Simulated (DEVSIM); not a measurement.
Structure: abrupt Si n-p junction, at 300 K.

| layer (left to right) | material | thickness (μm) | Nd (cm⁻³) | Na (cm⁻³) | τn (s) | τp (s) |
|---|---|---|---|---|---|---|
| 1 | Si | 28.0 | 8.5e16 | - | 1.8e-7 | 1.8e-7 |
| 2 | Si | 3.90 | - | 1.6e17 | 1.8e-7 | 1.8e-7 |

Left contact: ohmic. Right contact: ohmic. Voltage is applied to the left contact. Recombination: SRH at mid-gap. Mobility is μmin + (μ − μmin)/(1 + (N/Nref)^α).

The device is made up for the run: typed textbook-type constants, with dimensions and the other settings drawn at random. Values at 300 K.

| parameter | Si |
|---|---|
| gap (eV) | 1.124 |
| affinity (eV) | 4.05 |
| permittivity | 11.7 |
| Nc (cm⁻³) | 2.86e19 |
| Nv (cm⁻³) | 3.1e19 |
| μn (cm²/Vs) | 1417 |
| μp (cm²/Vs) | 470 |
| μn,min | 52 |
| μp,min | 45 |
| Nref,n | 9.7e16 |
| Nref,p | 2.2e17 |
| αn | 0.68 |
| αp | 0.72 |

Model (solved in DEVSIM): 1D drift-diffusion, Boltzmann statistics, complete ionisation; no tunnelling, impact ionisation, image-force lowering or self-heating.

The doping Nd of layer 1 was swept, all else fixed.

```
doping Nd of layer 1 (cm^-3)  potential step across the device at zero bias (V)  dark forward voltage at 100 A/cm² (V)  dark forward voltage at 1 A/cm² (V)  largest field in the device at zero bias (V/cm)
----------------------------  -------------------------------------------------  -------------------------------------  -----------------------------------  -----------------------------------------------
2.6e15                                                                    0.747                                  0.833                                0.614                                            29000
8.5e15                                                                    0.778                                  0.821                                0.636                                            44000
2.6e16                                                                    0.807                                  0.815                                0.654                                            72000
8.5e16                                                                    0.837                                  0.810                                0.667                                           120000
2.6e17                                                                    0.866                                  0.805                                0.671                                           160000
8.5e17                                                                    0.897                                  0.800                                0.673                                           190000
2.6e18                                                                    0.926                                  0.797                                0.673                                           200000
```

From the first row to the last the potential step across the device at zero bias goes from 0.747 to 0.926. From the first row to the last the dark forward voltage at 100 A/cm² goes from 0.833 to 0.797.
